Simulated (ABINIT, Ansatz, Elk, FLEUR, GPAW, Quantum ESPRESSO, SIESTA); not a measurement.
# Ni₃Al (Pm-3m, 4 atoms in the cell) computed with different codes at matched settings

Self-consistent single point.

```
CELL_PARAMETERS angstrom
      3.57000     0.00000     0.00000
      0.00000     3.57000     0.00000
      0.00000     0.00000     3.57000
ATOMIC_POSITIONS crystal
  Al 0.00000 0.00000 0.00000
  Ni 0.00000 0.50000 0.50000
  Ni 0.50000 0.00000 0.50000
  Ni 0.50000 0.50000 0.00000
```
Moments meant for the start (each program seeds them in its own way; μB, in the order of the atoms Al Ni Ni Ni): 0.0 0.5 0.5 0.5.

All programs got the same cell, k-point mesh and kind of occupations, and the same starting moments (in Ansatz's words: kpoints.mp_grid.grid = 7 7 7; magnetization.spin_polarized = true; scf.occupations.method = gaussian; scf.occupations.width = 0.136 eV); potentials, basis and cutoffs are each program's usual ones.

| code | model | pressure (GPa) | size of the net moment (μB/atom) | k-points | cutoff |
|---|---|---|---|---|---|
| GPAW | PBE, GPAW PAW datasets PBE (gpaw-data 1.0.1) | 0.75 | 0.19 | 20 | 800 eV |
| SIESTA | GGA PBE, numerical atomic orbitals TZP, PseudoDojo PBE standard norm-conserving potentials (rewritten from UPF to PSML) | -1.93 | 0.19 | 172 | grid 400 Ry |
| Quantum ESPRESSO | PBE, PSlibrary ultrasoft (PBE) pseudopotentials | -1.10 | 0.16 | 20 | 50 Ry |
| ABINIT | PBE, norm-conserving pseudopotentials (PseudoDojo nc-sr-05 PBE standard) | -0.54 | 0.19 | 20 | 98 Ry |
| Elk | PBE, all-electron FP-LAPW, Elk's shipped species files, LAPW+lo basis | – | 0.18 | 20 | rgkmax 8 |
| FLEUR | PBE, all-electron FLAPW (FLEUR), scalar-relativistic valence | – | 0.19 | 20 | Kmax 4.5 1/bohr |
| Ansatz | PBE, default PAW files | -0.56 | 0.19 | 20 | default |

A dash marks a value that a program does not give, or that is left out as unsure.

The spread over the programs that give each value: pressure within 2.68 GPa; size of the net moment within 0.03 μB/atom.

The starting cell has typed, rounded lattice constants, without a prior relaxation at this level. On Ansatz's run: The magnetic order is the one reached from the typed start; others were not searched systematically.

### Question
Why do the programs differ, and what cannot be compared?

### Answer
Differences of this kind can come from the potentials, where these differ, and from what each basis and cutoff leave unconverged. The valence holds different numbers of electrons (GPAW 51, SIESTA 57, Quantum ESPRESSO 33, ABINIT 57, FLEUR 51, Ansatz (a first-principles code) 57). The zero of total energies and Fermi levels follows the potentials and each program's conventions, so they are not compared here. SIESTA uses small atom-centred bases, whose incompleteness enters pressures, forces and empty levels differently from a plane-wave cutoff. Elk and FLEUR treat all electrons, but the usual bases taken here (sphere radii, linearisation, local orbitals, empty states) were not tested for convergence, so the values are no reference for the others. Ansatz's pressure is given at a fixed set of plane waves, as the other plane-wave codes print theirs; with its correction for the finite basis it is -0.50 GPa. Site moments depend on each program's spheres or projections; the total moment of the cell does not. The programs reduce the same mesh by symmetry to different extents, which changes the work and not the result. In the pressure, GPAW (by 1.30) and SIESTA (by 1.38) lie more than 1 GPa from the median of the plane-wave programs.

Keys are those of Ansatz 0.2.
